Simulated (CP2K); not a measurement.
Band structure of Bi (P2_1/m, 4 atoms in the cell).

```xyz
4
Lattice="4.5173 0.0000 0.0000 0.0000 4.4824 0.0000 -1.4806 0.0000 6.5041" Properties=species:S:1:pos:R:3 pbc="T T T"
Bi     2.7029     1.1206     5.1069
Bi     0.3338     3.3618     1.3972
Bi     2.5883     1.1206     2.0676
Bi     0.4484     3.3618     4.4364
```

Computed with LDA (Pade form), GPW, DZVP-MOLOPT-SR-GTH basis, GTH-PADE potentials (GTH_POTENTIALS) (CP2K).

Settings: CUTOFF = 400 Ry; REL_CUTOFF = 40 Ry; SMEAR/METHOD = GAUSSIAN; SIGMA = 0.136 eV; KPOINTS/SCHEME = MACDONALD 5 4 3 0 0.125 0; XC_FUNCTIONAL = PADE; Bi/BASIS_SET = DZVP-MOLOPT-SR-GTH; Bi/POTENTIAL = GTH-PADE-q5; METHOD = GPW; EPS_DEFAULT = 1e-10; EXTRAPOLATION = USE_GUESS; NGRIDS = 4; SCF_GUESS = ATOMIC; EPS_SCF = 1e-06.

The starting cell comes from a database of computed structures (which also holds hypothetical and non-ambient phases and stackings), without a prior relaxation at this level. Its lattice was rescaled by a random factor within 2.5 % of one. Spin-orbit coupling is off. Values carry the incompleteness of an atom-centred basis.

Levels in eV from the Fermi level, bands 7 to 12:
```csv
point,7,8,9,10,11,12
Γ,-2.82,-2.00,-1.05,-0.58,2.70,2.96
Y,-2.32,-2.09,-2.09,-1.26,0.69,2.93
H,-1.53,-0.94,-0.73,-0.48,-0.18,0.07
C,-1.32,-0.99,-0.71,-0.50,0.07,0.42
E,-4.04,-4.04,-1.18,-1.18,1.02,1.02
M1,-3.68,-3.68,-1.60,-1.60,1.50,1.50
A,-3.67,-3.67,-2.25,-2.25,1.15,1.15
X,-1.17,-1.15,-0.86,-0.82,0.54,0.94
D,-1.24,-1.24,-1.01,-1.01,0.24,0.24
```

Bands cross the Fermi level along this path, so the cell is metallic at this level.

Higher empty bands are left out: an atom-centred basis made for the valence describes them poorly.
